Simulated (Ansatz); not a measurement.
The parent structure is MoSi$_{2}$ (space group I4/mmm, No. 139; a = 3.174 Å, c = 7.779 Å; relaxed with 0.1 eV smearing). Axes: x, y, z lie along a, b, c of the conventional cell.

Structures relaxed with LDA, PAW, 420 eV (Ansatz, a program for electronic structure; no SOC).

Base:

Simulated powder pattern, Cu Kα, λ = 1.54184 Å (kinematic, ideal powder, no thermal factors, no anomalous dispersion; the 8 strongest lines at most, above 2 %, up to 2θ = 90°):

| 2θ (°) | I/Imax (%) | hkl |
|---|---|---|
| 22.86 | 32 | (002) |
| 30.42 | 60 | (101) |
| 40.18 | 71 | (110) |
| 45.15 | 100 | (103) |
| 46.73 | 19 | (112) |
| 58.13 | 23 | (200) |
| 76.51 | 41 | (213) |
| 86.74 | 15 | (116) |

After one change:

Simulated powder pattern, Cu Kα, λ = 1.54184 Å (kinematic, ideal powder, no thermal factors, no anomalous dispersion; the 8 strongest lines at most, above 2 %, up to 2θ = 90°):

| 2θ (°) | I/Imax (%) |
|---|---|
| 22.86 | 45 |
| 30.28 | 42 |
| 30.42 | 42 |
| 40.08 | 100 |
| 45.06 | 71 |
| 45.15 | 70 |
| 76.23 | 29 |
| 76.44 | 29 |

Task: Which of these changes matches the shifts?
(A) uniaxial strain ε_xx = +0.50 %
(B) uniaxial strain ε_xx = +3.00 %
(C) uniaxial strain ε_xx = +2.00 %
(D) uniaxial strain ε_xx = −1.50 %

Result: A, uniaxial strain ε_xx = +0.50 %. Its volume per atom is 13.13 Å³ against 13.06 Å³, and its space group is Immm (No. 71).

Stability against distortions was not tested. The final runs are not spin-polarised.
